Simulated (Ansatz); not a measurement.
Defect: Zr-vacancy pair (Zr on one host Cu site, one Cu site vacant) in fcc Cu, neutral cell. The step: the Zr atom itself jumps into the vacancy (Zr-vacancy distance between ideal sites 2.57 Å throughout); the atom moves 1.76 Å along (0.00, 0.34, 0.34) of the unit cell; the moving atom starts with neighbours 4 Cu at 2.58, 2 Cu at 2.67, 4 Cu at 2.78, Cu at 2.93, 2 Cu at 3.26 Å and ends with 4 Cu at 2.58, 2 Cu at 2.67, 4 Cu at 2.78, Cu at 2.93, 2 Cu at 3.26 Å. A PBE band in Ansatz (plane-wave PAW, a 3×3×3 k-point mesh shifted by half a step, 32 host sites, 17 SCF runs with any check of the saddle's order, static, no finite-size correction) gives a forward barrier of 0.18 eV. The saddle point's order was not checked, and it lies on a symmetry element of the cell, where a band can be held. Forms of the defect that were not tried may lie lower.

Single points at the band's start and saddle point can refine it. Rough cost of one point, in units of the band's mean SCF on the same machine:

```json
[
 {"Level": "PBE, a 5×5×5 k-point mesh shifted by half a step", "Cost of one point": "about 4"},
 {"Level": "r2SCAN at 500 eV, a 3×3×3 k-point mesh shifted by half a step", "Cost of one point": "about 2"}
]
```

Which of these move the barrier by more than 0.1 eV, and how far does each move it?

Not one does. PBE, a 5×5×5 k-point mesh shifted by half a step: +0.01 eV; r2SCAN at 500 eV, a 3×3×3 k-point mesh shifted by half a step: 0.00 eV. Each functional is compared with PBE at the same k-points.

Ansatz is a quantum-chemistry and plane-wave program.
